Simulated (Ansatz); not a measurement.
Adsorption energy and surface dipole of N on the 1x1 (110) surface of 3C silicon carbide (cut with top plane C + Si), one in a 2x2 cell, started at the site 'over Si at depth 1.5 Å', worked from the runs' numbers; total energies count from the potentials' own zero.

Host crystal: 3C silicon carbide, with a band gap (PBE, scalar-relativistic without spin-orbit coupling).

Calculation: PBE (plane waves to 420 eV, PAW; Ansatz, a quantum-chemistry and plane-wave program).

Slab: 49 atoms, 7.7 Å thick at the start under the adsorbate (thin: gaps and levels are the slab's own); k 3x3x1, smearing 0.01 eV, dipole-corrected; 24 atoms held, the rest relaxed; held to the start's symmetry, so lower structures may exist; spin-polarised, ending with about 1.0 μB a cell; orders that need a larger cell were not tried, no spin-orbit, no U, no dispersion correction. At the end it is bonded to C + 2 Si. In PBE this state lies 0.08 eV over the lowest of the starts that converged ('top C').

```tsv
quantity	value
slab with the adsorbate	-21655.393 eV
clean slab, same cell and mesh	-21272.177 eV
reference, ½ N2(g)	-384.013 eV
area of the cell	54.26 Å²
change of the step from the bottom to the top vacuum level	-0.186 eV
```

Problem. What is the adsorption energy against this reference?

Solution. E(slab + adsorbate) − E(slab) − E(reference) = 0.80 eV, so in this state the adsorbate is less stable than in the reference, at a coverage of 1.84 a nm².

Problem. What dipole does adsorption add to the slab along the outward normal (Helmholtz relation, ε₀ = 0.005526 e/(V·Å))?

Solution. p = −ε₀·A·ΔV = 0.056 e·Å = 0.27 D; its positive end points to the vacuum, which lowers the vacuum level.
